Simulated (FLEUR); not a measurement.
Input and output of a self-consistent single point for Ag3Pd (I4/mmm, 4 atoms in the cell) (FLEUR).

Level of theory: LDA (Vosko-Wilk-Nusair), all-electron FLAPW (FLEUR), scalar-relativistic valence.

The change in words: lattice scaled by 0.98. Reference geometry:
```
Ag3Pd
1.0
   -2.03443     2.03443     4.02046
    2.03443    -2.03443     4.02046
    2.03443     2.03443    -4.02046
Ag Pd
3 1
Direct
  0.75000   0.25000   0.50000
  0.25000   0.75000   0.50000
  0.50000   0.50000   0.00000
  0.00000   0.00000   0.00000
```

Reference input (self-consistent single point, DFT, LDA (Vosko-Wilk-Nusair), all-electron FLAPW (FLEUR), scalar-relativistic valence): Kmax = 4 1/bohr; GmaxXC = 14 1/bohr; xcFunctional = vwn; jspins = 1; l_soc = F; mode = hist; fermiSmearingEnergy = 0.00499791 Htr; mesh (inpgen div1-3) = 9 9 9; inpgen gamma flag = false; Gmax = 14 1/bohr; numbands = 0; maxIterBroyd = 40. This run's input differs from it in these lines:

```diff
@@ -3,5 +3,5 @@
 &input film=f /
--2.0344250000 2.0344250000 4.0204550000
-2.0344250000 -2.0344250000 4.0204550000
-2.0344250000 2.0344250000 -4.0204550000
+-1.9937360000 1.9937360000 3.9400460000
+1.9937360000 -1.9937360000 3.9400460000
+1.9937360000 1.9937360000 -3.9400460000
 1.8897261246
@@ -46,5 +46,5 @@
          <bravaisMatrix>
-            <row-1>   -3.8445060710393553     3.8445060710393553     7.5975588462786927</row-1>
-            <row-2>    3.8445060710393553    -3.8445060710393553     7.5975588462786927</row-2>
-            <row-3>    3.8445060710393553     3.8445060710393553    -7.5975588462786927</row-3>
+            <row-1>   -3.7676150047555055     3.7676150047555055     7.4456078583257312</row-1>
+            <row-2>    3.7676150047555055    -3.7676150047555055     7.4456078583257312</row-2>
+            <row-3>    3.7676150047555055     3.7676150047555055    -7.4456078583257312</row-3>
          </bravaisMatrix>
```

Output, abridged:

```
 Iteration:     1   Distance:      14.29325519 me/bohr^3
 Iteration:     2   Distance:      11.77957553 me/bohr^3
 Iteration:     3   Distance:       5.40181852 me/bohr^3
 Iteration:     4   Distance:       3.54464660 me/bohr^3
 Iteration:     5   Distance:       3.18102489 me/bohr^3
   [... 9 lines left out ...]
 Iteration:    15   Distance:       0.00044678 me/bohr^3
 Iteration:    16   Distance:       0.00002919 me/bohr^3
 Iteration:    17   Distance:       0.00001587 me/bohr^3
 Iteration:    18   Distance:       0.00000570 me/bohr^3
 Run finished successfully
 Stop message:
   Structural relaxation: Done

[file out, last iteration]
             iter=     19
[...]
          total density-effective poten   -3.4470484540E+04
          total charge density-energy d   -5.7324098343E+02
 Updated energy parameters for spin:           1
[...]
 fermi energy and band-weighting factors:
    1.061828    1.075823    1.083058

[...]
FERMIE:
          first approx. to ef    (T=0)  :   0.358625 htr   (energy of the highest occ. eigenvalue)
          number of occ. states  (T=0)  :       2511
          first approx. to seigv (T=0)  : -29.352244 htr
          sum of weights of occ. states :  33.504801
          sum of semicore charge        :   0.000000 e
FERHIS:  Fermi-Energy by histogram:
          bandgap                     :   0.001844 htr
   [... lines left out ...]
          charge neutrality (T=0)     :   0.009602    (zero if the highest occ. eigenvalue is "entirely" occupied)
     EF_NEWTON:  Adjust Fermi-Energy by Newton-Method.
 Direct bandgap for spin            1 :    1.8025221483205567E-002  Htr
 ---->    free energy=                    -20979.7559323872 htr
   [... lines left out ...]
 TOTAL FORCE FOR ATOM TYPE=  1  X=  3.768   Y=  0.000   Z= -3.723
                       FX_TOT= 0.000000 FY_TOT= 0.000000 FZ_TOT= 0.000000
 TOTAL FORCE FOR ATOM TYPE=  2  X=  0.000   Y=  0.000   Z=  7.446
                       FX_TOT= 0.000000 FY_TOT= 0.000000 FZ_TOT= 0.000000
 TOTAL FORCE FOR ATOM TYPE=  3  X=  0.000   Y=  0.000   Z=  0.000
                       FX_TOT= 0.000000 FY_TOT= 0.000000 FZ_TOT= 0.000000
 Structural relaxation: Done
```

The run converged in 18 iterations. FLEUR gives forces in its relaxation mode, with a further iteration, so its stop message speaks of a relaxation. 

The starting cell comes from a database of computed structures (which also holds hypothetical and non-ambient phases and stackings), without a prior relaxation at this level. For this run, on top of that: lattice scaled by 0.98. Spin polarisation is off. Values depend on the basis (sphere radii, cutoffs, local orbitals), which need not be converged. The log's line on a gap gives a spacing of levels on this mesh, which the program prints for metals too.

These are the values that this program gave, and no reference: the default basis lacks the next d shell.

Cost on one core of a shared machine: roughly 4 min.
